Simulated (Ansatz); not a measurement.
Functionals compared on F on the 1x1 (101) surface of anatase TiO2 (cut with top plane O), one in a 2x1 cell, started at the site 'top O #2', in Ansatz (plane waves, PAW). The structure was relaxed with PBE; the other rows are single points on it, each with its references at the same level. Cutoff 420 eV (500 eV for r2SCAN). The points keep PBE's geometry, so the relaxation of a polaron and the settling of charge on one site are left out.

Host crystal: anatase TiO2, with a band gap (PBE, scalar-relativistic without spin-orbit coupling).

Set-up: 37 atoms, 9.4 Å thick at the start under the adsorbate (thin: gaps and levels are the slab's own); mesh 3x4x1; 0.01 eV smearing; dipole correction on; 14 atoms held, the rest relaxed; no symmetry held; spin-polarised, ending with about 1.0 μB a cell, a value that depends on the mesh; orders that need a larger cell were not tried, no spin-orbit, no U, no dispersion correction. The slab shows no gap over 0.04 eV on its mesh. At the end it is bonded to Ti. In PBE it is, or lies within 0.03 eV of, the lowest of the starts that converged. These notes are the PBE run's. RPBE: The program's check for a lower electronic state was not made. r2SCAN: The program's check for a lower electronic state was not made. Adsorption energies are against ½ F2(g). A negative adsorption energy means that the adsorbate is more stable on the surface than in its reference.

```tsv
functional	adsorption energy (eV)	work function of the top face (eV)	rough cost of the single point
PBE	-0.80	8.58	–
RPBE	-0.71	8.45	roughly 12 core-minutes
r2SCAN	-0.77	8.94	roughly 28 core-minutes
```

Ansatz is a quantum-chemistry and plane-wave program.
